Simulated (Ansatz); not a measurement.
A computed series for GaP: response to strain

The parent structure is GaP in the zinc blende structure (space group F-43m, No. 216; a = 5.439 Å). Axes: x, y, z lie along the cube axes.

Strains are applied to the cell and any free atomic positions relax; under biaxial strain the out-of-plane vector relaxes too.

Method: PBEsol (Ansatz, a program for electronic structure; PAW; 420 eV plane waves; no spin-orbit coupling).

Notes on the quantities. energy relative to the base: free energy F.

```tsv
change	electron mass	ratio −ε⊥/ε∥	energy relative to the base
base	1.2 mₑ along k, 0.23 mₑ across (off the special points)	–	0 meV/atom
biaxial strain −3.00 %, plane normal [001], relaxed out of plane	1.1 mₑ along k, 0.23 mₑ across (off the special points)	0.88	+17 meV/atom
biaxial strain −1.50 %, plane normal [001], relaxed out of plane	1.1 mₑ along k, 0.22 mₑ across (off the special points)	0.88	+4.1 meV/atom
biaxial strain −1.00 %, plane normal [001], relaxed out of plane	1.1 mₑ along k, 0.22 mₑ across (off the special points)	0.89	+1.8 meV/atom
biaxial strain +0.50 %, plane normal [001], relaxed out of plane	1.1 mₑ along k, 0.23 mₑ across (off the special points)	–	+0.4 meV/atom
biaxial strain +1.00 %, plane normal [001], relaxed out of plane	1.0 mₑ along k, 0.23 mₑ across (off the special points)	0.90	+1.7 meV/atom
biaxial strain +1.50 %, plane normal [001], relaxed out of plane	0.98 mₑ along k, 0.23 mₑ across (off the special points)	0.90	+3.9 meV/atom
biaxial strain +2.00 %, plane normal [001], relaxed out of plane	0.94 mₑ along k, 0.23 mₑ across (off the special points)	0.91	___
biaxial strain +2.50 %, plane normal [001], relaxed out of plane	0.91 mₑ along k, 0.23 mₑ across (off the special points)	0.91	+10 meV/atom
biaxial strain +3.00 %, plane normal [001], relaxed out of plane	0.91 mₑ along k, 0.22 mₑ across (off the special points)	0.91	+15 meV/atom
```

Q: Some entries are withheld; estimate them.

A: 
- biaxial strain +2.00 %, plane normal [001], relaxed out of plane, energy relative to the base: +6.8 meV/atom

Effective masses come from finite differences of ±0.01 Å⁻¹. Along k means along the line from Γ to the band edge. Whether these cells are dynamically stable was not tested. k-point labels follow each cell's own Brillouin zone.
